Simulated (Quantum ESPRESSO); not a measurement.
Worked example: self-consistent single point of BW2 (I4, 6 atoms in the cell) in Quantum ESPRESSO.

Computed with PBEsol, GBRV 1.5 ultrasoft (PBESOL) pseudopotentials (plane waves; Quantum ESPRESSO).

```
BW2
1.0
   -2.76967     2.76967     2.37102
    2.76967    -2.76967     2.37102
    2.76967     2.76967    -2.37102
B W
2 4
Direct
  0.26054   0.26054   0.00000
  0.75000   0.75000   0.00000
  0.67031   0.82969   0.50000
  0.32969   0.17031   0.50000
  0.82969   0.32969   0.15938
  0.17031   0.67031   0.84062
```

Reference input (self-consistent single point, DFT, PBEsol, plane waves, GBRV 1.5 ultrasoft (PBESOL) pseudopotentials): ecutwfc = 40 Ry; ecutrho = 320 Ry; occupations = smearing; smearing = gaussian; degauss = 0.0073499 Ry; potentials = {B: b_pbesol_v1.4.uspp.F.UPF, W: w_pbesol_v1.2.uspp.F.UPF}; K_POINTS = automatic 4 4 4 0 0 0; conv_thr = 1e-09 Ry. This run's input differs from it in these lines:

```diff
@@ -14,5 +14,3 @@
  ecutrho = 320
- occupations = 'smearing'
- smearing = 'gaussian'
- degauss = 0.0073499
+ occupations = 'tetrahedra_opt'
 /
```

Output, abridged:

```
     Self-consistent Calculation

     iteration #  1     ecut=    40.00 Ry     beta= 0.70

     Threshold (ethr) on eigenvalues was too large:
     Diagonalizing with lowered threshold

     negative rho (up, down):  2.493E-01 0.000E+00

     total energy              =    -648.75186890 Ry
     estimated scf accuracy    <       0.56856202 Ry

     iteration #  2     ecut=    40.00 Ry     beta= 0.70

     negative rho (up, down):  2.540E-01 0.000E+00

     total energy              =    -648.86716720 Ry
     estimated scf accuracy    <       0.64795636 Ry

     iteration #  3     ecut=    40.00 Ry     beta= 0.70

     negative rho (up, down):  2.562E-01 0.000E+00

     total energy              =    -648.99869170 Ry
     estimated scf accuracy    <       0.00467826 Ry

   [... 95 blocks of this kind left out ...]

     iteration # 99     ecut=    40.00 Ry     beta= 0.70

     negative rho (up, down):  2.571E-01 0.000E+00

     total energy              =    -649.00253784 Ry
     estimated scf accuracy    <       0.00000457 Ry

     iteration #100     ecut=    40.00 Ry     beta= 0.70

     negative rho (up, down):  2.571E-01 0.000E+00

     total energy              =    -649.00253783 Ry
     estimated scf accuracy    <       0.00000458 Ry
     End of self-consistent calculation

     convergence NOT achieved after 100 iterations: stopping

   JOB DONE.
```

The run ended unconverged after 100 iterations. 

The starting cell comes from a database of computed structures (which also holds hypothetical and non-ambient phases and stackings), without a prior relaxation at this level. Its lattice was rescaled by up to half a per cent. One atom was moved a little off its site on purpose.

Cost on one core of a shared machine: roughly 5 min.
